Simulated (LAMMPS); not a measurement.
System: a melt of Cu (fcc) with 50 % of Cu sites Ta, 2048 atoms, cooled from 3250 K to 300 K at 1e+12 K/s, at zero pressure.

Computed with classical MD, pair style eam/alloy, file CuTa.eam.alloy, run in LAMMPS.

```tsv
angle (°)	probability per degree, Cu-Cu-Ta	probability per degree, Ta-Cu-Ta	probability per degree, Cu-Cu-Cu
37.50	0.0000	0.0000	0.0000
40.50	0.0006	0.0000	0.0000
43.50	0.0026	0.0010	0.0003
46.50	0.0053	0.0046	0.0022
49.50	0.0079	0.0087	0.0074
52.50	0.0112	0.0113	0.0140
55.50	0.0159	0.0130	0.0199
58.50	0.0203	0.0163	0.0220
61.50	0.0219	0.0174	0.0179
64.50	0.0189	0.0160	0.0121
67.50	0.0135	0.0133	0.0084
70.50	0.0094	0.0103	0.0052
73.50	0.0071	0.0085	0.0040
76.50	0.0060	0.0070	0.0033
79.50	0.0055	0.0057	0.0031
82.50	0.0049	0.0052	0.0036
85.50	0.0049	0.0043	0.0041
88.50	0.0045	0.0041	0.0050
91.50	0.0051	0.0044	0.0059
94.50	0.0058	0.0047	0.0067
97.50	0.0069	0.0055	0.0082
100.5	0.0079	0.0067	0.0098
103.5	0.0093	0.0091	0.0110
106.5	0.0102	0.0110	0.0131
109.5	0.0111	0.0133	0.0144
112.5	0.0119	0.0137	0.0145
115.5	0.0116	0.0143	0.0141
118.5	0.0108	0.0133	0.0132
121.5	0.0097	0.0123	0.0114
124.5	0.0086	0.0103	0.0098
127.5	0.0076	0.0086	0.0082
130.5	0.0064	0.0072	0.0066
133.5	0.0054	0.0057	0.0058
136.5	0.0046	0.0049	0.0049
139.5	0.0042	0.0043	0.0042
142.5	0.0037	0.0037	0.0038
145.5	0.0035	0.0036	0.0035
148.5	0.0034	0.0034	0.0035
151.5	0.0033	0.0033	0.0034
154.5	0.0032	0.0034	0.0033
157.5	0.0032	0.0031	0.0034
160.5	0.0031	0.0031	0.0037
163.5	0.0031	0.0030	0.0030
166.5	0.0029	0.0028	0.0031
169.5	0.0027	0.0029	0.0033
172.5	0.0021	0.0026	0.0025
175.5	0.0012	0.0019	0.0018
178.5	0.0003	0.0007	0.0009
```

Main features:
- state found: glass
- most common Cu-Cu-Ta angle: at the 3° bin centred on 61.5°, after smoothing over three bins (mean of all 95°)
- most common Ta-Cu-Ta angle: at the 3° bin centred on 61.5°, after smoothing over three bins (mean of all 98°)
- most common Cu-Cu-Cu angle: at the 3° bin centred on 58.5°, after smoothing over three bins (mean of all 99°)
